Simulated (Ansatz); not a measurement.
Data:

```
Sr3AsN
1.0
    5.04128     0.00000     0.00000
    0.00000     5.04128     0.00000
    0.00000     0.00000     5.04128
Sr As N
3 1 1
Direct
  0.00000   0.50000   0.50000
  0.50000   0.00000   0.50000
  0.50000   0.50000   0.00000
  0.00000   0.00000   0.00000
  0.50000   0.50000   0.50000
```

A single point on Sr3AsN, its geometry relaxed with PBEsol.

Method: Ansatz (a first-principles code) PBEsol, noncollinear with spin-orbit coupling. k-mesh 7×7×7 (Γ-centred); smearing 0.05 eV (Fermi–Dirac).

Question: Predict the band gap, valence-band top at Γ and gap character.

Answer: The band gap comes out as 0.36 eV and the valence-band top at Γ (three highest Kramers pairs, from the VBM) comes out as 0.00, 0.00, -0.03 eV. The gap character comes out as direct at Γ.

Single points use the geometry relaxed with PBEsol. No phonon test of stability was made. The cell is Sr3AsN in the anti-perovskite structure (space group Pm-3m, No. 221; a cell from a computed database, its experimental status unchecked).
